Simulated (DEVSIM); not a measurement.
System: Ti/SiO2/n-InP capacitor, at 400 K.

Layer 1 from the left is SiO2, thickness (nm) 1.60. Layer 2 from the left is InP, thickness (nm) 1700, Nd (cm⁻³) 1.4e17.

Metal gate on the left, work function 4.33 eV. Fixed charge at the semiconductor interface 8.4e10 cm⁻² (in units of +e); no interface traps.

Constants are typed, rounded textbook-type inputs, not results; the design itself was drawn at random and stands for no fabricated device. Values at 300 K; Nc and Nv go as T^1.5, mobilities as T to minus their exponent, the gap by Varshni's rule with the affinity fixed.

SiO2: gap (eV) 9, affinity (eV) 0.9, permittivity 3.9. InP: gap (eV) 1.344, affinity (eV) 4.38, permittivity 12.5, Nc (cm⁻³) 5.7e17, Nv (cm⁻³) 1.1e19, Varshni α (eV/K) 0.000363, Varshni β (K) 162.

### Question
Estimate by hand the flat-band voltage, the threshold voltage, and compare with a numerical solution.

### Answer

- Flat-band voltage: C = 2.16 μF/cm², work-function difference -0.113 V; VFB = φms − qNf/C = -0.12 V; numerical -0.12 V.
- Threshold voltage: φF = 0.541 V, depletion charge √(4εqNφF) = 2.32e-7 C/cm²; VT = VFB − 2φF − Qd/C = -1.31 V; numerical -1.31 V.

DEVSIM, 1D Poisson equation in equilibrium, Boltzmann statistics, complete ionisation; no quantum confinement or tunnelling. Metal contacts follow the ideal Schottky-Mott rule: no Fermi-level pinning, no interface dipoles.
